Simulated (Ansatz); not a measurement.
Given:

```
AlN
1.0
    3.10023     0.00000     0.00000
   -1.55012     2.68488     0.00000
    0.00000     0.00000     4.99648
Al N
2 2
Direct
  0.66667   0.33333   0.49965
  0.33333   0.66667   0.99965
  0.66667   0.33333   0.88035
  0.33333   0.66667   0.38035
```

Calculation: PBEsol with spin-orbit coupling, rigid bands (plane waves, PAW; Ansatz, a quantum-chemistry and plane-wave program). Condition of this run: biaxial stress xx = yy = 2 GPa (compression positive) (the target of the relaxation). Cell: cell and atoms relaxed with PBEsol, then loaded as said.

Task: What conductivity effective mass do dilute holes have at 300 K?

Result: 3.8 (x), 3.8 (y), 0.46 (z) mₑ.

Task: Predict the electron conductivity mass (n e² τ/σ) at 300 K, by direction if it differs.

Result: 0.31 (x), 0.31 (y), 0.30 (z) mₑ.

Task: And the band gap?

Result: 4.19 eV at this level; semilocal functionals usually fall short of the measured gap.

Rigid bands, one relaxation time for all states, no polarons.
